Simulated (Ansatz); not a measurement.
Base system: Ba$_{2}$TiO$_{4}$ (space group P4/mmm, No. 123; a cell from a computed database, its experimental status unchecked).

```yaml
crystal:
  lattice:
    - [3.92774, 0.00000, 0.00000]
    - [0.00000, 3.92774, 0.00000]
    - [0.00000, 0.00000, 8.54406]
  atoms:
    - { symbol: Ba, position: [0.00000, 0.00000, 0.72970] }
    - { symbol: Ba, position: [0.00000, 0.00000, 0.27030] }
    - { symbol: Ti, position: [0.50000, 0.50000, 0.50000] }
    - { symbol: O, position: [0.00000, 0.50000, 0.50000] }
    - { symbol: O, position: [0.50000, 0.00000, 0.50000] }
    - { symbol: O, position: [0.50000, 0.50000, 0.73005] }
    - { symbol: O, position: [0.50000, 0.50000, 0.26995] }
```

Levels (all Ansatz, a first-principles code, PAW): r2SCAN+rVV10 (500 eV, no spin-orbit coupling); HSE06 (420 eV, spin-orbit coupling left out).

Its gap is 2.36 eV with r2SCAN+rVV10 and 3.39 eV with HSE06.

Now apply this change: a free-standing slab of 1 layer (7 atoms, 7 a layer) is cut normal to the stacking axis, with 15 Å of vacuum and the in-plane cell relaxed.

With r2SCAN+rVV10 the gap becomes 2.41 eV.

Task: If the HSE06 correction stayed the same, what would the HSE06 gap be, and what does the HSE06 run give?

Result: A rigid correction of +1.03 eV gives 3.44 eV. The HSE06 run gives 3.38 eV, so the correction itself changes by -0.06 eV.

Single points use the geometry relaxed with r2SCAN+rVV10. HSE06 was sampled on its mesh, a few special points and the semilocal edge points, so its gap is an upper bound. Stability against distortions was not tested. The final runs are not spin-polarised.
